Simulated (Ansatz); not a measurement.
Take BN in the zinc blende structure (space group F-43m, No. 216; a = 3.6057 Å) as the base.

Structures relaxed with PBEsol, PAW, 420 eV (Ansatz, an electronic-structure program; scalar-relativistic without spin-orbit coupling).

Base:

Simulated powder pattern, Co Kα, λ = 1.79026 Å (kinematic, ideal powder, no thermal factors, no anomalous dispersion; the 14 strongest lines at most, above 2 %, up to 2θ = 90°):

| 2θ (°) | I/Imax (%) | hkl |
|---|---|---|
| 50.93 | 100 | (111) |
| 59.54 | 4.8 | (200) |
| 89.20 | 42 | (220) |

Perturbation: I takes the place of N on all its sites; the structure is relaxed again.

**Question.** How do the reflections move or split?

**Answer.** 
Simulated powder pattern, Co Kα, λ = 1.79026 Å (kinematic, ideal powder, no thermal factors, no anomalous dispersion; the 14 strongest lines at most, above 2 %, up to 2θ = 90°):

| 2θ (°) | d (Å) | I/Imax (%) | hkl |
|---|---|---|---|
| 29.10 | 3.564 | 100 | (111) |
| 33.72 | 3.086 | 44 | (200) |
| 48.43 | 2.182 | 42 | (220) |
| 57.50 | 1.861 | 45 | (311) |
| 60.31 | 1.782 | 12 | (222) |
| 70.91 | 1.543 | 6.8 | (400) |
| 78.42 | 1.416 | 19 | (331) |
| 80.87 | 1.380 | 16 | (420) |

The indices refer to each structure's own conventional cell; one index is shown for lines that coincide.

Stability against distortions was not tested. As relaxed here, BI is a hypothetical phase, not in the database extracts checked. The final runs are not spin-polarised.
